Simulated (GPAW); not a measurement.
# How a calculation on NaLi₂IrF₆ (P1, 10 atoms in the cell) responds to its settings

```
NaLi2IrF6
1.0
    0.00000     4.16965     4.16965
    4.16965     0.00000     4.16965
    4.16965     4.16965     0.00000
Na Li Ir F
1 2 1 6
Cartesian
  4.12189   4.15971   4.19187
  2.09356   2.05912   2.07994
  6.25370   6.24597   6.26398
 -0.02524  -0.01334  -0.06266
  4.17334   4.18947   2.02399
  4.18736   4.15416   6.37883
  2.02530   4.18856   4.15843
  6.36187   4.19794   4.15977
  4.16390   2.02848   4.17294
  4.17112   6.31674   4.15972
```

Base run A: GPAW with PBEsol, GPAW PAW datasets PBEsol (made by gpaw-setup), self-consistent single point.

Its settings: mode = pw; ecut = 900 eV; xc = PBEsol; kpts = 3 3 3; mesh shift (steps) = 0 0 0; occupations.name = methfessel-paxton; occupations.width = 0.02 eV; occupations.order = 0; nbands = -4; convergence.bands = -2; symmetry.symmorphic = false; symmetry.tolerance = 0.0005; maxiter = 120.

The starting cell comes from a database of computed structures (which also holds hypothetical and non-ambient phases and stackings), without a prior relaxation at this level. Its atoms were displaced at random from the sites of space group no. 225. Spin-orbit coupling is off. In the base run, forces exceed 1 eV/Å.

A dash stands where there is no value to compare (another energy zero or no entropy term, no result, no spin, no clean gap, or a mesh too coarse for one). Absolute energies have different zeros for different potentials, functionals, Hubbard and dispersion terms and are not compared across them.

Run A gave: largest force (eV/Å) 4.028; gap on the mesh (eV) 1.620.

Runs:
- B: dispersion: default → d3 [PBEsol-D3(0)]
- C: dispersion: default → d3bj [PBEsol-D3(BJ)]
- D: dispersion: default → d3bj_atm [PBEsol-D3(BJ)+ATM]
- E: xc: PBEsol → RPBE; dispersion: default → d3bj_atm; potentials: GPAW PAW datasets RPBE (gpaw-data 1.0.1) [RPBE-D3(BJ)+ATM]
- F: dispersion: default → d4 [PBEsol-D4]

Q: What does run E change against A?

A: The largest force goes from 4.028 to 4.242 eV/Å and the gap on the mesh goes from 1.620 to 1.868 eV.

```
run  largest force (eV/Å)  gap on the mesh (eV)  dispersion energy (eV/atom)
---  --------------------  --------------------  ---------------------------
A                   4.028                 1.620                            –
B                   4.030                 1.620                       -0.091
C                   4.028                 1.620                       -0.093
D                   4.027                 1.620                       -0.087
E                   4.242                 1.868                       -0.388
F                   4.045                 1.620                       -0.049
```
